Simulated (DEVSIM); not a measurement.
System: Al0.4Ga0.6As/GaAs p-n heterojunction, at 300 K.

```tsv
layer (left to right)	material	thickness (μm)	Nd (cm⁻³)	Na (cm⁻³)	τn (s)	τp (s)
1	Al0.4Ga0.6As	0.250	-	4.2e16	1e-9	1e-9
2	GaAs	0.180	7.2e15	-	1e-9	1e-9
```

Left contact: ohmic. Right contact: ohmic. Voltage is applied to the left contact. Recombination: SRH at mid-gap. Mobility is μmin + (μ − μmin)/(1 + (N/Nref)^α).

Constants are typed, rounded textbook-type inputs, not results; the design itself was drawn at random and stands for no fabricated device. Values at 300 K.

| parameter | Al0.4Ga0.6As | GaAs |
|---|---|---|
| gap (eV) | 1.9228 | 1.424 |
| affinity (eV) | 3.754 | 4.07 |
| permittivity | 11.76 | 12.9 |
| Nc (cm⁻³) | 7.93e17 | 4.7e17 |
| Nv (cm⁻³) | 9e18 | 9e18 |
| μn (cm²/Vs) | 3220 | 8500 |
| μp (cm²/Vs) | 158 | 400 |
| μn,min | 500 | 500 |
| μp,min | 20 | 20 |
| Nref,n | 6e16 | 6e16 |
| Nref,p | 1.5e17 | 1.5e17 |
| αn | 0.39 | 0.39 |
| αp | 0.38 | 0.38 |

Simulated with DEVSIM: 1D drift-diffusion, Boltzmann statistics, complete ionisation; no tunnelling, impact ionisation, image-force lowering or self-heating. Band offsets follow the typed affinities; no thermionic-emission limit at abrupt steps, no polarisation charge.

Task: Tabulate band edges, carrier densities and field at zero bias.

Result: Energies count from the Fermi level of the right contact; mesh points crowd at the junctions.

```
x (μm)    Ec (eV)  Ev (eV)  n (cm⁻³)  p (cm⁻³)  field (V/cm)
--------  -------  -------  --------  --------  ------------
0.000       1.784   -0.139     < 1e2    4.2e16           -13
0.003658    1.784   -0.139     < 1e2    4.2e16           -14
0.009994    1.784   -0.139     < 1e2    4.2e16           -15
0.02096     1.784   -0.139     < 1e2    4.2e16           -21
0.04760     1.784   -0.139     < 1e2    4.2e16           -72
0.08608     1.783   -0.140     < 1e2    4.0e16          -490
0.1439      1.768   -0.155     < 1e2    2.3e16         -7200
0.2023      1.646   -0.276     < 1e2    2.0e14        -38000
0.2245      1.546   -0.377     < 1e2    4.1e12        -52000
0.2367      1.477   -0.446     < 1e2    2.9e11        -60000
0.2444      1.428   -0.494     < 1e2    4.5e10        -65000
0.2500      1.391   -0.532     < 1e2    1.1e10        -66000
0.2533      1.054   -0.370     < 1e2    5.5e12        -62000
0.2593      1.017   -0.407     < 1e2    1.3e12        -62000
0.2738      0.929   -0.495       120    4.3e10        -60000
0.2945      0.806   -0.618     14000     3.7e8        -58000
0.3300      0.605   -0.819     3.2e7    160000        -55000
0.3729      0.380   -1.044    2.0e11     < 1e2        -50000
0.4052      0.222   -1.202    8.7e13     < 1e2        -47000
0.4177      0.164   -1.260    8.2e14     < 1e2        -46000
0.4245      0.133   -1.291    2.8e15     < 1e2        -45000
0.4300      0.108   -1.316    7.2e15     < 1e2        -45000
```
